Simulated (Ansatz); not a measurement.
monolayer GeSe under biaxial strain: electron mass along x by PBE, rigid bands (plane waves, PAW, scalar-relativistic; Ansatz, a quantum-chemistry and plane-wave program). The unloaded cell, whose axes the loads refer to:

```cif
data_Ge2Se2
_chemical_formula_sum 'Ge2 Se2'
_space_group_name_H-M_alt 'P 1'
_space_group_IT_number 1
_cell_length_a 3.97348
_cell_length_b 4.27926
_cell_length_c 18.83059
_cell_angle_alpha 90.000
_cell_angle_beta 90.000
_cell_angle_gamma 90.000
loop_
_space_group_symop_operation_xyz
  'x, y, z'
loop_
_atom_site_label
_atom_site_type_symbol
_atom_site_fract_x
_atom_site_fract_y
_atom_site_fract_z
_atom_site_occupancy
Ge1 Ge 0.75000 0.89407 0.56429 1
Ge2 Ge 0.25000 0.39407 0.43571 1
Se1 Se 0.25000 0.48053 0.56912 1
Se2 Se 0.75000 0.98053 0.43088 1
```

| biaxial strain (%) | electron mass along x (mₑ) |
|---|---|
| -3 | 0.178 |
| 0 | 0.274 |
| 1 | ? |
| 2 | 0.312 |
| 3 | 0.330 |

Problem. Fit a straight line to ln(electron mass along x) against the load over the rows given, and predict the row at 1 %.

Solution. The means are x̄ = 0.500 % and ȳ = -1.3235; Σ(x − x̄)(y − ȳ) = 2.169 and Σ(x − x̄)² = 21.00, so the slope is 10.3 % per % of strain, and the rows given lie within 8.1 % of the line. At 1 % the line gives 0.280 mₑ; the calculation gives 0.295 mₑ, 5.0 % from it, so the trend bends or changes character over this range.

Masses are for dilute carriers at 300 K, harmonic means over directions unless an axis is named. Spin-orbit coupling is left out. The structure type is held at every load. Geometry: cell and atoms relaxed with PBE.
